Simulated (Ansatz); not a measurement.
A constructed model of the (100) surface of fcc Al, a pseudomorphic layer of Mg in the host's stacking (bottom of the slab: a bare face, its two planes held)

All values below come from PBE (plane waves to 420 eV, PAW; Ansatz, a first-principles code).

Model: 7-atom slab, 12.0 Å thick at the start, 13x13x1 mesh, Fermi-Dirac 0.1 eV, dipole correction, 2 atoms held, the rest relaxed; held to the start's symmetry, so lower structures may exist; no spin, no spin-orbit, no U. It is one candidate, not shown to be the stable structure of the face.

The work function of the top face is 3.81 eV, the energy released by relaxation comes out as 0.23 eV and the cost is roughly 60 core-seconds.
